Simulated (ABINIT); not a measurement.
Input and output of a self-consistent single point for Na (Im-3m, 1 atom in the cell) (ABINIT).

Method of the run: revPBE, norm-conserving pseudopotentials (PseudoDojo nc-sr-05 PBE standard, files made for PBE) (plane waves; ABINIT).

```xyz
1
Lattice="-2.1234 2.1234 2.1234 2.1234 -2.1234 2.1234 2.1234 2.1234 -2.1234" Properties=species:S:1:pos:R:3 pbc="T T T"
Na     0.0000     0.0000     0.0000
```

Reference input (self-consistent single point, DFT, PBE, plane waves, norm-conserving pseudopotentials (PseudoDojo nc-sr-05 PBE standard)): pseudos = [Na.upf]; ecut = 88 Ry; ixc = 11; occopt = 7; tsmear = 0.272 eV; ngkpt = 7 7 7; nshiftk = 1; shiftk = 0 0 0; potentials = PseudoDojo nc-sr-05 PBE standard; nband = 10; kptopt = 1; nstep = 80. This run's input differs from it in these lines:

```diff
@@ -14,3 +14,3 @@
 ecut 88 Ry
-ixc 11
+ixc 14
 occopt 7
```

Output (repeated stretches shortened):

```
--- !BeginCycle
solver: {iscf: 7, nstep: 80, nline: 4, wfoptalg: 0, }
tolerances: {tolvrs: 1.00E-10, }
...

     iter   Etot(hartree)      deltaE(h)  residm     vres2
 ETOT  1  -45.733858434698    -4.573E+01 9.759E-02 4.918E+00
 ETOT  2  -45.751187882601    -1.733E-02 1.008E-03 1.434E+00
 ETOT  3  -45.751426730337    -2.388E-04 1.469E-04 1.947E-02
 ETOT  4  -45.751430394782    -3.664E-06 6.028E-06 8.339E-04
 ETOT  5  -45.751430493963    -9.918E-08 1.212E-07 3.917E-05
 ETOT  6  -45.751430495363    -1.400E-09 1.108E-08 7.286E-07
 ETOT  7  -45.751430495400    -3.715E-11 1.150E-09 4.279E-09
 ETOT  8  -45.751430495404    -3.844E-12 1.078E-10 1.396E-10
 ETOT  9  -45.751430495400     4.505E-12 1.175E-11 9.538E-13
 At SCF step    9       vres2   =  9.54E-13 < tolvrs=  1.00E-10 =>converged.

 Cartesian components of stress tensor (hartree/bohr^3)
  sigma(1 1)= -7.70268957E-06  sigma(3 2)=  0.00000000E+00
  sigma(2 2)= -7.70268957E-06  sigma(3 1)=  0.00000000E+00
  sigma(3 3)= -7.70268957E-06  sigma(2 1)=  0.00000000E+00

 ----iterations are completed or convergence reached----

 reduced coordinates (array xred) for    1 atoms
       0.000000000000      0.000000000000      0.000000000000
 cartesian forces (eV/Angstrom) at end:
    1     -0.00000000000000    -0.00000000000000    -0.00000000000000
 frms,max,avg= 0.0000000E+00 0.0000000E+00   0.000E+00  0.000E+00  0.000E+00 e/A
 length scales=  6.950045179949  6.950045179949  6.950045179949 bohr
              =  3.677805507900  3.677805507900  3.677805507900 angstroms
   [... lines left out ...]
 Fermi (or HOMO) energy (hartree) =   0.02414   Average Vxc (hartree)=  -0.22966
   [... lines left out ...]
total_energy        : -4.57514304953996E+01
total_energy_eV     : -1.24495973735443E+03
band_energy         : -9.23899410960133E+00
...

-Cartesian components of stress tensor (GPa)         [Pressure=  2.2662E-01 GPa]
- sigma(1 1)= -2.26620913E-01  sigma(3 2)=  0.00000000E+00
- sigma(2 2)= -2.26620913E-01  sigma(3 1)=  0.00000000E+00
- sigma(3 3)= -2.26620913E-01  sigma(2 1)=  0.00000000E+00

 Calculation completed.
```

The run converged in 9 iterations. Against the reference run the pressure goes from -0.23 to 0.23 GPa.

The starting cell comes from a database of computed structures (which also holds hypothetical and non-ambient phases and stackings), without a prior relaxation at this level. Its lattice was rescaled by a random factor within 2.5 % of one. The potentials were made for another functional than the one used.
